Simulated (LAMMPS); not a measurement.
Melts of CdTe (zinc blende) with 75 % of Te sites Se cooled to 300 K at several rates.

Model: classical MD, pair style sw, file CdTeZnSeHgS0.sw (LAMMPS).

```csv
cooling rate (K/s),energy above the crystal,state,density,coordination number of Cd by Se,rough cost
1e+12,0.159 eV/atom,crystallised,5.57 g/cm³ (one sample),2.87 (counted to 3.30 Å),23 core-minutes
1e+13,-,glass,5.47 g/cm³ (one sample),2.79 (counted to 3.26 Å),6 core-minutes
1e+14,0.340 eV/atom,glass,5.37 g/cm³ (one sample),2.71 (counted to 3.26 Å),4 core-minutes
```

Costs are rough and include melting and analysis.

Caution: the real compound melts congruently only under the pressure of its own vapour and loses its more volatile element when open.

Caution (row 1e+12): the cell keeps the atom count and shape of the starting crystal, which eases freezing.
